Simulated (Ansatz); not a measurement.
Input and output of a self-consistent single point for VRe (Cmm2, 2 atoms in the cell) (Ansatz, a program for electronic structure).

Method of the run: LDA (PW92), default PAW files made with PBE (plane waves; Ansatz).

The change in words: lattice scaled by 0.98; kpoints.mp_grid.grid: 13 13 8 → 17 17 10. Reference geometry:
```
CELL_PARAMETERS angstrom
      1.50727    -2.17574     0.00000
      1.50727     2.17574     0.00000
      0.00000     0.00000     4.20942
ATOMIC_POSITIONS crystal
  V  0.50000 0.50000 0.51188
  Re 0.00000 0.00000 0.00000
```

Reference input (self-consistent single point, DFT, LDA (PW92), plane waves, default PAW files made with PBE): basis.ecutwfc = 420 eV; kpoints.mp_grid.grid = 13 13 8; hamiltonian.xc = lda; hamiltonian.pseudopotentials = {kind: paw} (the program's default PAW files); scf.occupations.method = fermi_dirac; scf.occupations.width = 0.1 eV. This run's input differs from it in these lines:

Ansatz 0.2 input:
```diff
@@ -3,5 +3,5 @@
   lattice:
-    - [1.50727100, -2.17573700, 0.00000000]
-    - [1.50727100, 2.17573700, 0.00000000]
-    - [0.00000000, 0.00000000, 4.20941700]
+    - [1.47712600, -2.13222200, 0.00000000]
+    - [1.47712600, 2.13222200, 0.00000000]
+    - [0.00000000, 0.00000000, 4.12522900]
   atoms:
@@ -13,3 +13,3 @@
   mp_grid:
-    grid: [13, 13, 8]
+    grid: [17, 17, 10]
 hamiltonian:
```

Log, with long lists cut:

```
SCF iter   1: F=—  HF=-13468.588933 eV  |F-HF|=—  |Δ(HF+E_count)|=         —  Δρ=6.77e-3  dr2=7.45e-3  ethr=1.77e-3  ⟨swp⟩=4.8  Hψ=36850  notcnv=0
all-band conjugate gradients solve this SCF's bands
preconditioner: auto → none
SCF iter   2: F=—  HF=-13468.588920 eV  |F-HF|=—  |Δ(HF+E_count)|=   1.26e-5  Δρ=4.18e-3  dr2=6.44e-3  ethr=2.66e-5  ⟨swp⟩=1.8  Hψ=14055  notcnv=0
SCF iter   3: F=—  HF=-13468.588274 eV  |F-HF|=—  |Δ(HF+E_count)|=   6.46e-4  Δρ=1.54e-3  dr2=4.54e-4  ethr=2.30e-5  ⟨swp⟩=1.5  Hψ=9533  notcnv=0
SCF iter   4: F=—  HF=-13468.588248 eV  |F-HF|=—  |Δ(HF+E_count)|=   2.58e-5  Δρ=5.75e-4  dr2=1.30e-4  ethr=1.62e-6  ⟨swp⟩=2.3  Hψ=13003  notcnv=0
SCF iter   5: F=—  HF=-13468.588222 eV  |F-HF|=—  |Δ(HF+E_count)|=   2.61e-5  Δρ=1.78e-4  dr2=1.51e-5  ethr=4.63e-7  ⟨swp⟩=2.1  Hψ=13367  notcnv=0
SCF iter   6: F=—  HF=-13468.588214 eV  |F-HF|=—  |Δ(HF+E_count)|=   8.57e-6  Δρ=3.45e-5  dr2=1.20e-7  ethr=5.39e-8  ⟨swp⟩=2.0  Hψ=11726  notcnv=0
SCF iter   7: F=-13468.588214 eV  HF=-13468.588214 eV  |F-HF|=1.27e-11  |Δ(HF+E_count)|=   1.43e-8  Δρ=7.43e-6  dr2=3.58e-9  ethr=3.57e-10  ⟨swp⟩=4.5  Hψ=30984  notcnv=0
SCF 1 converged in 7 iterations: F = -13468.588214 eV  dr2 = 3.58e-9
Free energy (F): -13468.588214 eV
Internal energy: -13468.550105 eV  (E = F + TS)
E sigma→0 (E₀):  -13468.569159 eV
Entropy (-TS):   -0.038109 eV (-19.054 meV/atom)
Fermi energy:    22.630517 eV
--- Forces (eV/Å), atoms counted from 1 ---
  atom   1  V      0.00000000     0.00000000    -0.76864314
  atom   2  Re     0.00000000     0.00000000     0.76863303
--- Stress (GPa, compression-positive) ---
       12.940975       0.000000       0.000000
        0.000000      12.189714       0.000000
        0.000000       0.000000      11.850453
  P = ⅓ Tr σ = 12.3270 GPa (123.270 kbar)
  The stress holds the Pulay correction. Without it, at fixed plane waves, as pw.x and ABINIT print it: P = 12.2189 GPa
```

The run converged in 7 iterations. Against the reference run the free energy goes up by 10.9 meV/atom, the pressure goes from -7.53 to 12.33 GPa and the largest force goes from 0.582 to 0.769 eV/Å.

The starting cell comes from a database of computed structures (which also holds hypothetical and non-ambient phases and stackings), without a prior relaxation at this level. Its lattice was rescaled by up to half a per cent. One atom was moved a little off its site on purpose. For this run, on top of that: lattice scaled by 0.98. Spin polarisation is off. With a pressure of about 12 GPa the cell is away from its equilibrium volume at this level. Ansatz's pressure includes its estimate of the finite-basis (Pulay) stress.
